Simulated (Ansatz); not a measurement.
The starting structures come from a database of crystals and need not be the phases stable at ambient conditions.

# Evanescent states of RbBiF6 (R-3, 8 atoms a cell, 16.5 Å³ an atom, -2 GPa at this level) along the normal of (110)

Level of theory: r2SCAN (plane waves, PAW; Ansatz, a first-principles code).

The gap is the functional's own. No spin-orbit coupling. Mid-gap values are those at the computed energy nearest the middle.

Energies count from the valence-band top; κ is the least over a 6×6 mesh across the current.

```tsv
E (eV)	κ (1/Å)	where
0.09	0.193	off Γ
0.26	0.301	Γ
0.42	0.340	Γ
0.59	0.370	Γ
0.77	0.392	Γ
0.94	0.410	Γ
1.10	0.423	Γ
1.27	0.432	Γ
1.45	0.438	Γ
1.61	0.441	Γ
1.78	0.442	Γ
1.96	0.439	Γ
2.12	0.434	Γ
2.29	0.425	Γ
2.46	0.413	Γ
2.63	0.397	Γ
2.81	0.376	Γ
2.98	0.348	Γ
3.15	0.310	Γ
3.31	0.256	Γ
3.48	0.162	Γ
```

### Question
How thick must the barrier be to attenuate the transmission by 10^8 when the electrodes' Fermi level lies at 2.46 eV, and what attenuation does that film give at 2.29 eV?

### Answer
d = 8 ln 10 / (2 × 0.413) = 22.3 Å. At 2.29 eV it gives 8 × 0.425/0.413 = 8.2 decades.
